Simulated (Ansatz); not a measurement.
Levels about the gap of amorphous Si₂₄O₄₈H₂ (74 atoms in a cell of 1098 Å³, 2.18 g/cm³; zone centre alone, so wide bands show as single levels with stretches between that a denser mesh fills), at the geometry that PBE relaxed, where it gives 1.6 GPa on a denser mesh. The participation number counts the atoms over which a state spreads; weights are charges in smoothed Voronoi cells. The levels come from a single point, so bond lengths are those of that geometry. Method of the levels: PBE, scalar-relativistic without spin-orbit coupling (Ansatz, a program for electronic structure). Sampling: the zone centre alone; Fermi-Dirac width 0.02 eV; no spin polarisation. The usual formal charges leave 2 electrons over, so the level spacing at the Fermi energy parts defect or band states and needn't be the band gap. At PBE the levels at both edges of the gap are localised (band-tail or defect states), and the nearest spread-out levels lie 5.8 eV apart at the zone centre.

It comes from a melt-quench run on a machine-learned potential (CHGNet), relaxed afterwards by DFT. O atoms were pushed apart under 1.9 Å during the dynamics, to hinder bonds among them. The hot cell started wider than the set density and was brought back towards it in steps. It is the lowest in DFT energy of 2 quenches. It is a model cell: composition and starting density were chosen by hand, and all elements were melted together. No dispersion term was used. Its density started from a set value of 2.18 and ended at 2.18 g/cm³. The quench (nominally 530 K/ps over its main leg) was far faster than any real one, so the model tends to hold more defects than a real film. A cell of this size samples the disorder only roughly. The volume was held where the preparation left it and the shape relaxed, at a PBE pressure of 1.6 GPa. Stress components on the final sampling reach 1.6 GPa.

| E - E(highest filled), eV | filling | participation number | largest on | weight O | weight Si | weight H |
|---|---|---|---|---|---|---|
| -1.88 | filled | 23.2 | O, 2 neighbours | 0.95 | 0.04 | 0.01 |
| -1.84 | filled | 26.1 | O, 2 neighbours | 0.96 | 0.04 | 0.01 |
| -1.81 | filled | 25.8 | O, 2 neighbours | 0.95 | 0.04 | 0.01 |
| -1.79 | filled | 24.1 | O, 2 neighbours | 0.95 | 0.04 | 0.01 |
| -1.66 | filled | 9.4 | O, 2 neighbours | 0.94 | 0.03 | 0.03 |
| -1.61 | filled | 7.5 | O, 2 neighbours | 0.94 | 0.03 | 0.03 |
| 0.00 | filled | 2.6 | Si, 2 neighbours | 0.37 | 0.63 | 0.00 |
| 3.79 | empty | 2.7 | Si, 2 neighbours | 0.36 | 0.64 | 0.00 |
| 3.97 | empty | 65.7 | H, 1 neighbours | 0.71 | 0.25 | 0.04 |
| 5.32 | empty | 30.5 | Si, 2 neighbours | 0.64 | 0.34 | 0.02 |
| 5.41 | empty | 40.1 | Si, 2 neighbours | 0.66 | 0.29 | 0.05 |
| 5.55 | empty | 42.0 | O, 2 neighbours | 0.70 | 0.28 | 0.02 |
| 5.92 | empty | 41.9 | O, 2 neighbours | 0.66 | 0.32 | 0.02 |
| 5.96 | empty | 51.4 | H, 1 neighbours | 0.67 | 0.28 | 0.05 |

Most localised among these is the filled level at +0.00 eV, on a Si atom, which has 2 neighbours (O 1.67 Å, O 1.71 Å).
